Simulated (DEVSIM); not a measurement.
System: illuminated Si p-on-n cell, one wavelength, at 300 K.

| layer (left to right) | material | thickness (μm) | Nd (cm⁻³) | Na (cm⁻³) | τn (s) | τp (s) | absorption coefficient (cm⁻¹) |
|---|---|---|---|---|---|---|---|
| 1 | Si | 0.520 | - | 4e17 | 2.4e-6 | 3.6e-7 | 160 |
| 2 | Si | 140 | 2.7e17 | - | 8.2e-6 | 8.2e-6 | 160 |

Left contact: ohmic, minority electron recombination velocity 4e5 cm/s. Right contact: ohmic, minority hole recombination velocity 40000 cm/s. Voltage is applied to the left contact. Recombination: SRH at mid-gap, radiative, Auger. Light enters at the left, 9.2e17 photons cm⁻² s⁻¹, one pass, no reflection. Mobility is μmin + (μ − μmin)/(1 + (N/Nref)^α).

This is a model device: material constants are rounded textbook-type values typed into the input, and sizes, dopings and lifetimes were drawn at random. Values at 300 K.

```tsv
parameter	Si
gap (eV)	1.124
affinity (eV)	4.05
permittivity	11.7
Nc (cm⁻³)	2.86e19
Nv (cm⁻³)	3.1e19
μn (cm²/Vs)	1417
μp (cm²/Vs)	470
μn,min	52
μp,min	45
Nref,n	9.7e16
Nref,p	2.2e17
αn	0.68
αp	0.72
B (cm³/s)	4.7e-15
Cn (cm⁶/s)	2.8e-31
Cp (cm⁶/s)	9.9e-32
```

Simulated with DEVSIM: 1D drift-diffusion, Boltzmann statistics, complete ionisation; no tunnelling, impact ionisation, image-force lowering or self-heating.

### Question
Tabulate band edges, carrier densities and field at zero bias, in the dark.

### Answer
Energies count from the Fermi level of the right contact; mesh points crowd at the junctions.

```csv
x (μm),Ec (eV),Ev (eV),n (cm⁻³),p (cm⁻³),field (V/cm)
0.000,1.012,-0.112,290,4.0e17,≈ 0
0.03559,1.012,-0.112,290,4.0e17,≈ 0
0.1136,1.012,-0.112,290,4.0e17,≈ 0
0.2901,1.012,-0.112,290,4.0e17,≈ 0
0.4620,1.011,-0.113,290,3.9e17,-590
0.5104,0.813,-0.311,630000,1.8e14,-150000
0.5385,0.338,-0.786,5.9e13,2000000,-130000
0.6406,0.121,-1.004,2.7e17,430,≈ 0
0.8656,0.121,-1.004,2.7e17,430,≈ 0
1.403,0.121,-1.004,2.7e17,430,≈ 0
2.815,0.121,-1.004,2.7e17,430,≈ 0
8.384,0.121,-1.004,2.7e17,430,≈ 0
20.66,0.121,-1.004,2.7e17,430,≈ 0
52.04,0.121,-1.004,2.7e17,430,≈ 0
112.0,0.121,-1.004,2.7e17,430,≈ 0
129.4,0.121,-1.004,2.7e17,430,≈ 0
136.0,0.121,-1.004,2.7e17,430,≈ 0
138.8,0.121,-1.004,2.7e17,430,≈ 0
140.0,0.121,-1.004,2.7e17,430,≈ 0
140.3,0.121,-1.004,2.7e17,430,≈ 0
140.5,0.121,-1.004,2.7e17,430,≈ 0
140.5,0.121,-1.004,2.7e17,430,≈ 0
```
